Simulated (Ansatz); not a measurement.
C11b WSi2 was calculated with PBEsol in Ansatz (PAW).

Run with plane-wave cutoff 520 eV, 24×24×24 k mesh, Fermi–Dirac smearing 0.05 eV, no spin polarisation, scalar-relativistic PAW data made under PBE.

Computed at the level's own relaxed cell.

### Question
Estimate the lattice parameter c, equilibrium volume per atom, equilibrium lattice constant a and pressure derivative B′ of the bulk modulus that the calculation returns.

### Answer

* **lattice parameter c**: 7.816 Å
* **equilibrium volume per atom**: 13.36 Å³/atom
* **equilibrium lattice constant a**: 3.202 Å
* **pressure derivative B′ of the bulk modulus**: 4.4

The run finds no gap.

Measured, for comparison: lattice parameter c 7.831 Å, lattice constant a 3.214 Å (temperature not stated, not corrected to a static lattice; as tabulated in Pavlosiuk et al. (2022), arXiv:2202.05362). Computed (rounded) less measured: lattice parameter c -0.2 %, lattice constant a -0.4 %. A static lattice is as a rule a little smaller and stiffer than an uncorrected measurement, which narrows the difference in the lattice constant a and would widen misses of the other sign.

Note: the bulk modulus comes from volumes at which shape and atoms were relaxed.

Spin–orbit coupling is not included.

Computed values are for the static lattice.

It cost roughly 19 core-minutes of CPU time.

Ansatz is a first-principles code.
